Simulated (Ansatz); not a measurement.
Response to strain in MgS

The parent structure is MgS in the rock salt structure (space group Fm-3m, No. 225).

```yaml
crystal:
  lattice:
    - [0.00000, 2.56462, 2.56462]
    - [2.56462, 0.00000, 2.56462]
    - [2.56462, 2.56462, 0.00000]
  atoms:
    - { symbol: Mg, position: [0.00000, 0.00000, 0.00000] }
    - { symbol: S, position: [0.50000, 0.50000, 0.50000] }
```

Strains are applied to the cell and any free atomic positions relax.

Computed with LDA (Ansatz, a quantum-chemistry and plane-wave program), scalar-relativistic without spin-orbit coupling.

```tsv
change	width of the top valence band	smallest direct gap	band gap	pressure
base	2.54 eV	3.83 eV	2.65 eV	0.0 kbar
isotropic strain −3.00 %	2.82 eV	4.62 eV	2.83 eV	91.6 kbar
isotropic strain −2.00 %	2.72 eV	4.35 eV	2.77 eV	57.0 kbar
isotropic strain −1.50 %	2.67 eV	4.21 eV	2.74 eV	41.3 kbar
isotropic strain −1.00 %	2.63 eV	4.08 eV	2.71 eV	26.6 kbar
isotropic strain −0.50 %	(withheld)	(withheld)	(withheld)	(withheld)
isotropic strain +0.50 %	2.49 eV	3.70 eV	2.62 eV	-12.1 kbar
isotropic strain +1.00 %	2.45 eV	3.58 eV	2.59 eV	-23.4 kbar
isotropic strain +1.50 %	2.41 eV	3.47 eV	2.56 eV	-34.0 kbar
isotropic strain +2.00 %	2.37 eV	3.36 eV	2.53 eV	-43.8 kbar
```

**Question.** Some entries are withheld; estimate them.

**Answer.** 
- isotropic strain −0.50 %, width of the top valence band: 2.58 eV
- isotropic strain −0.50 %, smallest direct gap: 3.95 eV
- isotropic strain −0.50 %, band gap: 2.68 eV
- isotropic strain −0.50 %, pressure: 12.9 kbar

Whether these cells are dynamically stable was not tested.
